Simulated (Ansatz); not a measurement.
Take BeS (space group P6_422, No. 181; a hypothetical phase, not in the database extracts checked) as the base.

Space group P6₄22 (No. 181); a = 3.424 Å, b = 3.424 Å, c = 7.746 Å, α = 90.00°, β = 90.00°, γ = 120.00°

| atom | site | symmetry | x | y | z |
|---|---|---|---|---|---|
| Be | 3c | 222 | 0.5000 | 0.0000 | 0.0000 |
| S | 3d | 222 | 0.5000 | 0.0000 | 0.5000 |

Computed with Kohn–Sham DFT with the PBEsol functional, run in Ansatz (a first-principles code) with PAW and 420 eV plane waves, no SOC.

Carriers are added at fixed cell with a uniform background; the Fermi–Dirac width is that of 300 K.

One change was made to it. Results:

| quantity | base | after |
|---|---|---|
| gap between the host's bands | 2.48 eV | 2.56 eV |
| Fermi level relative to the doped band's edge (positive inside the band; to 0.05 eV) | – | +0.50 eV |
| gap character | indirect, Γ → M | indirect, Γ → M |

What was done to the base?
A. electrons 1.0×10^22 cm⁻³
B. electrons 3.0×10^21 cm⁻³
C. holes 3.0×10^21 cm⁻³

C, holes 3.0×10^21 cm⁻³. For comparison, the gap between the host's bands in the other runs: electrons 3.0×10^21 cm⁻³ gives 2.46 eV; electrons 1.0×10^22 cm⁻³ gives 2.42 eV.

Carriers are added with a uniform compensating background; total energy and stress of such cells depend on the potential's zero and are not compared; many-body gap narrowing is missing at this level. No phonon test of stability was made. The base started in P3_121 and relaxed to P6_422 at this level.
